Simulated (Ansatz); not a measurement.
# What pressure −1 GPa does to Li

Take Li in the bcc (W type) structure (space group Im-3m, No. 229; a = 3.434 Å) as the base.

The change: hydrostatic tension (pressure −1 GPa).

Method: Ansatz (an electronic-structure program) PBEsol, no spin-orbit coupling. k-mesh 19×19×19 (Γ-centred); smearing 0.05 eV (Fermi–Dirac).

The volume per atom increases by 1.77 Å³ (20.25 Å³ → 22.02 Å³) and the density decreases by 0.05 g/cm³ to 0.52 g/cm³. The lattice parameter a grows by 0.184 bohr to 6.674 bohr and the enthalpy H = E + PV relative to the base's energy comes out as -0.13 eV/atom. The band gap is still zero.

Final structure:

```yaml
crystal:
  lattice:
    - [-1.76583, 1.76583, 1.76583]
    - [1.76583, -1.76583, 1.76583]
    - [1.76583, 1.76583, -1.76583]
  atoms:
    - { symbol: Li, position: [0.00000, 0.00000, 0.00000] }
```

Load acts through the strain it causes; cell and atoms are relaxed under it. Whether these cells are dynamically stable was not tested.
